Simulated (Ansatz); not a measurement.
Computed paths: Cl-vacancy pair in polar orthorhombic HfO2, charge state +3

Defect migration in polar orthorhombic HfO2: Cl-vacancy pair (Cl on one host O site, one O site vacant), charge state +3. The numbers are results of PBE, PAW (plane waves to 420 eV; Ansatz, a quantum-chemistry and plane-wave program), not measurements.

Cell of 96 host sites held at the relaxed PBE lattice; the Γ point alone; Fermi-Dirac width 0.01 eV, spin-restricted; finite-size errors left in. Static, classical nuclei. Spin-orbit coupling is left out. The host's phase is taken as given; its stability against other phases was not computed. The charge state is imposed; whether it is stable for some Fermi level was not computed. Forms of the defect that were not tried may lie lower.

Barriers: single points on a 2×2×2 k-point mesh shifted by half a step at the bands' geometries.

| Route | Start site over the lowest site run (eV) | Hop (Å) | Forward barrier (eV) | Backward barrier (eV) | Neighbours at the start | Neighbours at the saddle | Saddle order | Forward, on the band's own sampling (eV) |
|---|---|---|---|---|---|---|---|---|
| direct exchange of Cl with the vacancy (Cl-vacancy distance between ideal sites 2.73 Å throughout) | 0.33 | 1.65 | 0.16 | 0.14 | Hf at 2.43, Hf at 2.50, Hf at 2.65, Hf at 2.74; O at 2.56, O at 2.65, O at 2.77, O at 2.80, O at 3.13, O at 3.16 Å | Hf at 2.35, Hf at 2.52, Hf at 2.77; O at 2.44, O at 2.67, O at 2.82, O at 2.91, O at 3.02, O at 3.05 Å | not checked | 0.15 |
| direct exchange of Cl with the vacancy (Cl-vacancy distance between ideal sites 2.55 Å throughout) | 0.00 | 1.78 | 0.77 | 0.10 | 2 Hf at 2.49, Hf at 2.52; O at 2.69, O at 2.80, O at 2.81, O at 2.82, O at 2.88, O at 2.93, O at 3.04, O at 3.05 Å | Hf at 2.42, Hf at 2.44, Hf at 2.69, Hf at 3.12; O at 2.59, O at 2.60, O at 2.91, O at 2.97, O at 3.00, O at 3.08, O at 3.10 Å | not checked | 0.77 |

Paths come from nudged elastic bands with a climbing image. Of the routes that converged and passed our checks, the lowest saddle point lies 0.49 eV above the lowest of the sites run (direct exchange of Cl with the vacancy (Cl-vacancy distance between ideal sites 2.73 Å throughout)); other sites, such as split forms, and other routes may lie lower.  A further band (a nearby O atom hops onto the vacant site (Cl-vacancy distance between ideal sites 2.55 → 5.07 Å), 2.64 Å) gave 0.60 eV forward on its own sampling, 0.60 eV above the lowest site run, but the program raised a doubt about its electronic state, so it is not taken as a result.
